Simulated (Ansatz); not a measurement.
Start from MoS2 in the 2H-MoS2 type structure (space group P6_3/mmc, No. 194; a = 3.1090 Å, c = 11.7086 Å; layered, stacked along the Cartesian z axis).

Now apply this change: hydrostatic tension (pressure −2 GPa).

Levels (all Ansatz, an electronic-structure program, PAW, earlier PAW set): PBEsol-D3(BJ) (420 eV, no spin-orbit coupling); r2SCAN (500 eV, spin-orbit coupling left out); HSE06 (420 eV, spin-orbit coupling left out); PBEsol+SOC (420 eV, spin-orbit coupling included).

One geometry, relaxed with PBEsol-D3(BJ), under each level:

The valence-band top lists the three highest levels at Γ (Kramers pairs under SOC), from the VBM.

```tsv
level	band gap	lowest conduction level above the VBM at special points	valence-band top at Γ	hole mass
PBEsol-D3(BJ)	0.69 eV	K 1.08 eV; H 1.08 eV; M 1.64 eV; L 1.67 eV	0.00, -1.09, -1.42 eV	1.1 mₑ along c, 0.61 mₑ across (at Γ)
r2SCAN	0.84 eV	K 1.16 eV; H 1.17 eV; M 1.75 eV; L 1.78 eV	–	–
HSE06	___	___	–	–
PBEsol+SOC	0.68 eV	K 1.07 eV; H 1.07 eV; M 1.63 eV; L 1.66 eV	0.00, -1.10, -1.42 eV	1.0 mₑ along c, 0.61 mₑ across (at Γ)
```

Q: Give the withheld HSE06 results.

A: 
- HSE06, band gap: 1.27 eV
- HSE06, lowest conduction level above the VBM at special points: K 1.57 eV; H 1.57 eV; M 2.29 eV; Γ 2.83 eV

Single points use the geometry relaxed with PBEsol-D3(BJ). Their cutoffs differ, which shifts pressures a little. HSE06 gaps are upper bounds (no full band path). Differences between runs with and without spin-orbit coupling are approximate. Load acts through the strain it causes; cell and atoms are relaxed under it. Effective masses come from finite differences of ±0.01 Å⁻¹. Whether these cells are dynamically stable was not tested.
